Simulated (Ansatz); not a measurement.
Pd in the simple cubic structure (space group Pm-3m, No. 221; a hypothetical phase, not in the database extracts checked)

```
Pd
1.0
    2.56554     0.00000     0.00000
    0.00000     2.56554     0.00000
    0.00000     0.00000     2.56554
Pd
1
Direct
  0.00000   0.00000   0.00000
```

The values are results of PBEsol (Ansatz, a quantum-chemistry and plane-wave program, PAW, without spin-orbit coupling), not measurements. k-mesh 18×18×18 (Γ-centred); smearing 0.05 eV (Fermi–Dirac).

```yaml
volume_per_atom: 16.89 Å³
density: 10.46 g/cm³
band_gap: zero
total_energy: -6906.051 eV/atom (σ→0; compares only within this code and set-up)
```

Whether these cells are dynamically stable was not tested. All final runs are without spin polarisation. Pd has a high density of states at the Fermi level and may be magnetic at this level.
